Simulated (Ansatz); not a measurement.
The structure below was relaxed with Ansatz (an electronic-structure program), r2SCAN+rVV10, PAW, cutoff 500 eV, scalar-relativistic without spin-orbit coupling, at pressure 7.5 GPa.

```
TiTe2
1.0
    3.63552     0.00000     0.00000
   -1.81776     3.14845     0.00000
    0.00000     0.00000     6.15949
Ti Te
1 2
Direct
  0.00000   0.00000   0.00000
  0.33333   0.66667   0.27689
  0.66667   0.33333   0.72311
```

Problem. Find the space group and the Wyckoff positions.

Solution. Space group P-3m1 (No. 164); a = b = 3.6355 Å, c = 6.1595 Å, α = β = 90.00°, γ = 120.00°

| atom | site | symmetry | x | y | z |
|---|---|---|---|---|---|
| Ti | 1a | -3m. | 0.0000 | 0.0000 | 0.0000 |
| Te | 2d | 3m. | 0.3333 | 0.6667 | 0.2769 |

Problem. Describe the coordination.

Solution. The crystal has 3 atoms in its conventional cell. Lattice parameters: a = b = 3.636 Å, c = 6.159 Å, α = β = 90.00°, γ = 120.00°. Ti is surrounded by 6 Te at 2.705 Å (octahedral). Te is surrounded by 3 Ti at 2.705 Å (trigonal pyramidal). (Neighbours: up to the widest gap in distance over summed covalent radii, below 1.35, at either atom; cation-cation and far metal-metal contacts left out.)

Load acts through the strain it causes; cell and atoms are relaxed under it. Whether these cells are dynamically stable was not tested. Competing high-pressure phases were not computed. All final runs are without spin polarisation. The cell was made from TiTe2 in the CdI2 type structure (space group P-3m1, No. 164; layered, stacked along the Cartesian z axis) by this change: pressure 7.5 GPa.
